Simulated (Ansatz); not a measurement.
Response to strain in MoS2

Take MoS₂ in the 3R-MoS2 type structure (space group R3m, No. 160; layered, stacked along the Cartesian z axis) as the base.

```xyz
3
Lattice="1.5876 0.9166 6.1949 -1.5876 0.9166 6.1949 0.0000 -1.8332 6.1949" Properties=species:S:1:pos:R:3 pbc="T T T"
Mo     0.0000     0.0000     0.0001
S      0.0000     0.0000    13.9441
S      0.0000     0.0000    10.8349
```

Cartesian axes are those of the cell as printed.

Strains are applied to the cell and any free atomic positions relax; under biaxial strain the out-of-plane vector relaxes too.

Level of theory: r2SCAN+rVV10 (Ansatz, a program for electronic structure; PAW; 500 eV plane waves; no SOC).

Candidates:
(a) biaxial strain +4.24 %, plane normal [001], relaxed out of plane
(b) uniaxial strain ε_xx = +0.25 %
(c) tensor shear ε_yz = +3.15 %
(d) biaxial strain −4.13 %, plane normal [001], relaxed out of plane
(e) isotropic strain −2.53 %

Notes on the quantities. energy relative to the base: free energy F.

Problem. Order them by energy relative to the base, highest first.

Solution. (d) biaxial strain −4.13 %, plane normal [001], relaxed out of plane (+60 meV/atom), (a) biaxial strain +4.24 %, plane normal [001], relaxed out of plane (+54 meV/atom), (e) isotropic strain −2.53 % (+27 meV/atom), (c) tensor shear ε_yz = +3.15 % (+4.3 meV/atom), (b) uniaxial strain ε_xx = +0.25 % (+0.1 meV/atom)

No phonon test of stability was made.
